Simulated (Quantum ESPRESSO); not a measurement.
The steps of a band-structure calculation for In2GaAs3 (I-4m2, 6 atoms in the cell) with Quantum ESPRESSO.

Method: PBEsol, GBRV 1.5 ultrasoft (PBESOL) pseudopotentials (plane waves; Quantum ESPRESSO).

Step 1 (scf):

```fortran
&CONTROL
  calculation = 'scf',
  outdir = './tmp',
  pseudo_dir = './',
  tprnfor = .true.,
  tstress = .true.,
/
&SYSTEM
  ibrav = 0,
  nat = 6,
  ntyp = 3,
  ecutwfc = 50,
  ecutrho = 250,
  occupations = 'smearing',
  smearing = 'fd',
  degauss = 0.0073499,
/
&ELECTRONS
  conv_thr = 1.0d-10,
/
ATOMIC_SPECIES
In   114.8180  in_pbesol_v1.4.uspp.F.UPF
Ga    69.7230  ga_pbesol_v1.4.uspp.F.UPF
As    74.9216  as_pbesol_v1.uspp.F.UPF
CELL_PARAMETERS {angstrom}
  -2.1401850000     2.1401850000     9.0600650000
   2.1401850000    -2.1401850000     9.0600650000
   2.1401850000     2.1401850000    -9.0600650000
ATOMIC_POSITIONS {angstrom}
In    0.0000000000    0.0000000000    6.1021349788
In    0.0000000000    0.0000000000   12.0179950212
Ga    0.0000000000    0.0000000000    0.0000000000
As    2.1401850000    0.0000000000    4.5300325000
As    0.0000000000    2.1401850000    1.3675262111
As    0.0000000000    2.1401850000    7.6925387889
K_POINTS {automatic}
2 2 2  0 0 0
```

Step 2 (bands):

```fortran
&CONTROL
  calculation = 'bands',
  outdir = './tmp',
  pseudo_dir = './',
  verbosity = 'high',
/
&SYSTEM
  ibrav = 0,
  nat = 6,
  ntyp = 3,
  ecutwfc = 50,
  ecutrho = 250,
  occupations = 'smearing',
  smearing = 'fd',
  degauss = 0.0073499,
  nbnd = 39,
/
&ELECTRONS
  conv_thr = 1.0d-10,
  startingwfc = 'random',
  diago_thr_init = 1.0d-6,
  diagonalization = 'cg',
/
ATOMIC_SPECIES
In   114.8180  in_pbesol_v1.4.uspp.F.UPF
Ga    69.7230  ga_pbesol_v1.4.uspp.F.UPF
As    74.9216  as_pbesol_v1.uspp.F.UPF
CELL_PARAMETERS {angstrom}
  -2.1401850000     2.1401850000     9.0600650000
   2.1401850000    -2.1401850000     9.0600650000
   2.1401850000     2.1401850000    -9.0600650000
ATOMIC_POSITIONS {angstrom}
In    0.0000000000    0.0000000000    6.1021349788
In    0.0000000000    0.0000000000   12.0179950212
Ga    0.0000000000    0.0000000000    0.0000000000
As    2.1401850000    0.0000000000    4.5300325000
As    0.0000000000    2.1401850000    1.3675262111
As    0.0000000000    2.1401850000    7.6925387889
K_POINTS {crystal_b}
13
  0.00000000   0.00000000   0.00000000  10  ! G
  0.00000000   0.00000000   0.50000000   2  ! X
 -0.02790037   0.02790037   0.50000000   7  ! Y
 -0.26395019   0.26395019   0.26395019   8  ! S
  0.00000000   0.00000000   0.00000000   3  ! G
  0.50000000   0.50000000  -0.50000000   7  ! Z
  0.26395019   0.73604981  -0.26395019   2  ! S1
  0.00000000   0.50000000   0.00000000   7  ! N
  0.25000000   0.25000000   0.25000000   2  ! P
  0.50000000   0.50000000  -0.02790037  10  ! Y1
  0.50000000   0.50000000  -0.50000000   1  ! Z
  0.00000000   0.00000000   0.50000000   2  ! X
  0.25000000   0.25000000   0.25000000   1  ! P
```

Step 3 (bands.x):

```fortran
&BANDS
  outdir = './tmp',
  filband = 'bands.dat',
  lsym = .false.,
/
```

Output of bands (abridged):

```
     Atomic positions and unit cell read from directory:
     ./tmp/pwscf.save/

     Message from routine setup:
     using ibrav=0 with symmetry is DISCOURAGED, use correct ibrav instead
     G-vector sticks info
     --------------------
     sticks:   dense  smooth     PW     G-vecs:    dense   smooth      PW
     Sum        3887    3113    897                74943    53537    8369

     bravais-lattice index     =            0
   [... lines left out ...]
     unit-cell volume          =    1120.1870 (a.u.)^3
     number of k points=    62  Fermi-Dirac smearing, width (Ry)=  0.0073
   [... lines left out ...]
   [... 59 lines left out ...]

     Dense  grid:    74943 G-vectors     FFT dimensions: (  96,  96,  96)

     Smooth grid:    53537 G-vectors     FFT dimensions: (  81,  81,  81)

     The potential is recalculated from file :
     ./tmp/pwscf.save/charge-density

     Band Structure Calculation
     CG style diagonalization

     ethr =  1.00E-06,  avg # of iterations = 31.3

     End of band structure calculation

          k = 0.0000 0.0000 0.0000 (  6695 PWs)   bands (ev):

   -88.1040 -88.0454 -88.0454  -8.6537  -8.6314  -8.6314  -8.6174  -8.5449
    -8.4050  -8.3241  -8.2875  -8.2875  -8.2548  -8.2548  -8.2344  -8.2223
    -8.1713  -8.1626  -5.7313  -4.4920  -4.3849   1.1245   1.1911   3.9294
     3.9294   4.3594   4.3594   5.4902   5.9576   6.0710   6.0710   7.6192
     7.6536   8.2699   8.7435   9.7601   9.7601   9.7725  13.0091

          k = 0.1116 0.1116 0.0000 (  6653 PWs)   bands (ev):

   -88.1040 -88.0454 -88.0454  -8.6541  -8.6327  -8.6302  -8.6169  -8.5452
    -8.4039  -8.3232  -8.2904  -8.2866  -8.2560  -8.2559  -8.2330  -8.2217
    -8.1717  -8.1633  -5.6985  -4.4717  -4.3688   1.0815   1.1562   3.8656
     3.8926   4.3107   4.3112   5.0037   5.8764   5.9712   6.5610   7.8003
     7.8085   8.3907   8.8248   9.6176   9.8944   9.9235  12.4660

   [... 60 blocks of this kind left out ...]
```

Output of bands.x (abridged):

```
     Reading xml data from directory:

     ./tmp/pwscf.save/

     G-vector sticks info
     --------------------
     sticks:   dense  smooth     PW     G-vecs:    dense   smooth      PW
     Sum        3887    3113    897                74943    53537    8369

     Reading collected, re-writing distributed wavefunctions
     high-symmetry point:  0.0000 0.0000 0.0000   x coordinate   0.0000
     high-symmetry point:  1.1158 1.1158 0.0000   x coordinate   1.5780
     high-symmetry point:  1.1781 1.0536 0.0000   x coordinate   1.6661
     high-symmetry point:  1.1781 0.0000 0.0000   x coordinate   2.7196
     high-symmetry point:  0.0000 0.0000 0.0000   x coordinate   3.8977
     high-symmetry point:  0.0000 0.0000 0.5272   x coordinate   4.4249
   [... 2 lines left out ...]
     high-symmetry point:  1.1158 1.1158 0.2636   x coordinate   6.8651
     high-symmetry point:  1.0536 1.0536 0.5272   x coordinate   7.1430
     high-symmetry point:  0.0000 0.0000 0.5272   x coordinate   8.6329
     high-symmetry point:  1.1158 1.1158 0.0000   x coordinate   8.6329
     high-symmetry point:  1.1158 1.1158 0.2636   x coordinate   8.8965

     Plottable bands (eV) written to file bands.dat.gnu
     Bands written to file bands.dat

   JOB DONE.
```

The starting cell comes from a database of computed structures (which also holds hypothetical and non-ambient phases and stackings), without a prior relaxation at this level. The run gives no clean gap (levels at the Fermi energy touch, overlap or are partly filled at this smearing), which alone does not show that the compound is a metal.
